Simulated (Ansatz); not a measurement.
Consider MoSi$_{2}$ (space group I4/mmm, No. 139; a = 3.217 Å, c = 7.875 Å; relaxed with 0.1 eV smearing). Axes: x, y, z lie along a, b, c of the conventional cell.

Computed with PBE (Ansatz, an electronic-structure program, PAW, spin-orbit coupling left out).

For the base:

| Item | Result |
|---|---|
| Shortest interatomic distance | 2.597 Å |
| Pressure | 0.0 GPa |

Now apply this change: the cell is stretched by 1.00 % along z with no lateral relaxation; the atoms relax in the strained cell.

### Question
What does the calculation give for the shortest interatomic distance after the change?

### Answer
The shortest interatomic distance grows by 0.0221 Å (2.597 Å → 2.620 Å).

### Question
Estimate the effect on the pressure.

### Answer
The pressure (mean of the normal stresses, compression positive) goes from zero to -2.1 GPa.

### Question
How does this affect the energy relative to the base?

### Answer
The energy grows by 2.0 meV/atom.

No phonon test of stability was made. The final runs are not spin-polarised.
